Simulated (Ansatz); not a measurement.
The starting structures come from a database of crystals and need not be the phases stable at ambient conditions.

 Where the default PAW files enter, the runs use the earlier of Ansatz's two default sets.

By LDA, the system below comes out a metal.

Without scattering a metal conducts by its projected Fermi surface.

Input:

```
CELL_PARAMETERS angstrom
      4.06912     0.00000     0.00000
      0.00000     4.06912     0.00000
      2.03456    -2.03456     2.87730
ATOMIC_POSITIONS crystal
  In 0.50000 0.50000 0.00000
  As 0.00000 0.00000 0.00000
```

Space group of this cell: Fm-3m, rock salt. The cell is taken as given; by LDA its mean pressure is -5.1 GPa.

The current flows along the normal of the first two printed cell vectors, the (001) plane of the conventional cell. No spin-orbit coupling; the value is a mean over 0.1 eV about the Fermi level.

**Question.** State the ballistic conductance per area according to LDA in Ansatz (a quantum-chemistry and plane-wave program).

**Answer.** 0.76 × 10¹⁵ S/m² for both spins.
